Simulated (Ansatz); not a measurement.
Consider GaN in the CsCl type structure (space group Pm-3m, No. 221; a = 2.703 Å; a hypothetical phase, not in the database extracts checked; relaxed with 0.1 eV smearing). Axes: x, y, z lie along the cube axes.

The values are results of Ansatz (an electronic-structure program) PBEsol, spin-orbit coupling left out, not measurements.

The change: uniaxial strain ε_zz = +2.71 %, all other strain components held at zero, atoms relaxed at fixed cell.

Task: Estimate the effect on the stress.

Result: The stress (xx, yy, zz, yz, xz, xy; compression positive) amounts to (-2.3, -2.3, -7.7, 0.0, 0.0, 0.0) GPa.

Task: How does this affect the energy relative to the base?

Result: The energy rises by 6.5 meV/atom.

Whether these cells are dynamically stable was not tested. The final runs are not spin-polarised.
